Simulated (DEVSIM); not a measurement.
Device: Au/Si3N4/n-Si capacitor, at 300 K.

| layer (left to right) | material | thickness (nm) | Nd (cm⁻³) |
|---|---|---|---|
| 1 | Si3N4 | 15.0 | - |
| 2 | Si | 8800 | 4.3e15 |

Metal gate on the left, work function 5.1 eV. Fixed charge at the semiconductor interface 5.1e11 cm⁻² (in units of +e); no interface traps.

The device is made up for the run: typed textbook-type constants, with dimensions and the other settings drawn at random. Values at 300 K.

```
parameter      Si3N4       Si
-------------  -----  -------
gap (eV)         5.1    1.124
affinity (eV)    2.1     4.05
permittivity     7.5     11.7
Nc (cm⁻³)          -  2.86e19
Nv (cm⁻³)          -   3.1e19
```

Simulated with DEVSIM: 1D Poisson equation in equilibrium, Boltzmann statistics, complete ionisation; no quantum confinement or tunnelling. Metal contacts follow the ideal Schottky-Mott rule: no Fermi-level pinning, no interface dipoles.

The substrate doping was swept, all else fixed.

```
substrate doping (cm^-3)  minimum of the low-frequency capacitance (μF/cm²)  flat-band voltage (V)  threshold voltage (band bending 2φF) (V)
------------------------  -------------------------------------------------  ---------------------  ----------------------------------------
2.2e14                                                              0.00697                   0.56                                      0.03
4.3e14                                                              0.00917                   0.58                                      0.01
8.6e14                                                               0.0125                   0.60                                     -0.02
2.2e15                                                               0.0193                   0.62                                     -0.06
4.3e15                                                               0.0247                   0.64                                     -0.10
8.6e15                                                               0.0337                   0.66                                     -0.15
```

From the first row to the last the minimum of the low-frequency capacitance goes from 0.00697 to 0.0337. From the first row to the last the flat-band voltage goes from 0.56 to 0.66.
